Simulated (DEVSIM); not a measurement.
Structure: TaN/HfO2/SiO2/p-Si capacitor, at 250 K.

Layer 1 from the left is HfO2, thickness (nm) 28.0. Layer 2 from the left is SiO2, thickness (nm) 0.800. Layer 3 from the left is Si, thickness (nm) 1900, Na (cm⁻³) 9.5e16.

Metal gate on the left, work function 4.4 eV. Fixed charge at the semiconductor interface 2.5e11 cm⁻² (in units of +e); interface traps 2.1e12 cm⁻² eV⁻¹, uniform in energy, neutral level at 0.3 of the gap above the valence band.

The device is made up for the run: typed textbook-type constants, with dimensions and the other settings drawn at random. Values at 300 K; Nc and Nv go as T^1.5, mobilities as T to minus their exponent, the gap by Varshni's rule with the affinity fixed.

HfO2: gap (eV) 5.7, affinity (eV) 2.5, permittivity 22. SiO2: gap (eV) 9, affinity (eV) 0.9, permittivity 3.9. Si: gap (eV) 1.124, affinity (eV) 4.05, permittivity 11.7, Nc (cm⁻³) 2.86e19, Nv (cm⁻³) 3.1e19, Varshni α (eV/K) 0.000473, Varshni β (K) 636.

DEVSIM, 1D Poisson equation in equilibrium, Boltzmann statistics, complete ionisation; no quantum confinement or tunnelling. Metal contacts follow the ideal Schottky-Mott rule: no Fermi-level pinning, no interface dipoles.

### Question
What does the simulation give for the minimum of the low-frequency capacitance, the flat-band voltage?

### Answer
minimum of the low-frequency capacitance 0.254 μF/cm²; flat-band voltage -0.86 V.
